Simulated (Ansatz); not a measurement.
Li2O2 (P6_3/mmc), Ansatz (a first-principles code) with PBEsol, rigid bands: N_c = 3.85e19 cm⁻³ at 300 K and an electron conductivity mass of 2.40 mₑ along y (a = (3.12, 0.00, 0.00) Å; b = (-1.56, 2.70, 0.00) Å; c = (0.00, 0.00, 7.56) Å).

Q: For 1e17 electrons per cm³ at 300 K, place the Fermi level, estimate the Seebeck coefficient of a parabolic band with constant τ, and give mobility and conductivity for τ = 20 fs.

A: The level lies k_BT ln(N_c/n) = 0.154 eV below the conduction-band minimum. S ≈ −(k_B/e)[ln(N_c/n) + 5/2] = -728 μV/K, against -724 μV/K from the full bands (mean over directions). μ = eτ/m = 14.7 cm²/(V·s) and σ = neμ = 0.235 S/cm. τ is assumed, not computed.

Band transport and this doping are assumed; polarons and phonon drag are left out. Spin-orbit coupling is left out.

Formula and space group known from diffraction (Crystallography Open Database), not checked to be the room-temperature form: Li2O2 (P6_3/mmc).
